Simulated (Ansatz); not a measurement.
Consider ZnSiP2 in the chalcopyrite structure (space group I-42d, No. 122; a = 5.306 Å, c = 10.380 Å). Axes: x, y, z lie along a, b, c of the conventional cell.

The values are results of LDA/PAW in Ansatz (an electronic-structure program), spin-orbit coupling left out, not measurements.

For the base:

Band gap: 1.11 eV
Pressure: 0.00 GPa
Smallest direct gap: 1.11 eV
Gap character: direct at Γ

Modification: the cell is compressed by 2.25 % along x with no lateral relaxation, atoms relaxed at fixed cell.

Problem. What does the calculation give for the band gap, pressure, smallest direct gap and gap character after the change?

Solution. The band gap drops by 0.04 eV (1.11 eV → 1.07 eV); the pressure (mean of the normal stresses, compression positive) goes from zero to 2.32 GPa; the smallest direct gap grows by 0.03 eV, from 1.11 eV to 1.14 eV; the gap character becomes indirect, Γ → X–F₂ (33 % along) (base: direct at Γ).

The cells carry an imposed strain or load. No phonon test of stability was made. Labels are those of the standard path for the cell's own space group.
